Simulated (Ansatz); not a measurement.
Pt₃Sn (Pm-3m, No. 221, 4 atoms in the cell; start mp-20971)

All values below come from PBEsol (Ansatz, a first-principles code, PAW).

Settings: plane-wave cutoff 520 eV, 14×14×14 k mesh, Fermi–Dirac smearing 0.05 eV, scalar-relativistic PAW data made under PBE.

Cell (relaxed at this level):

Space group Pm-3m (No. 221); a = 4.006 Å, b = 4.006 Å, c = 4.006 Å, α = 90.00°, β = 90.00°, γ = 90.00°

```
atom  site  symmetry       x       y       z
----  ----  --------  ------  ------  ------
Sn      1a      m-3m  0.0000  0.0000  0.0000
Pt      3c    4/mm.m  0.0000  0.5000  0.5000
```

| Property | Result |
|---|---|
| band gap | zero (no gap) |
| bulk modulus B0 | 230 GPa |

Note: the relaxation could not lower the start's symmetry, so the cell can be a saddle point above a distorted one; the bulk modulus is −V dP/dV from two relaxed cells at ±2 % in volume.

Spin–orbit coupling is not included.

Cost on a shared machine: about 80 core-seconds (a rough figure).

A start named mp-… is a Materials Project structure, which need not be a measured phase.
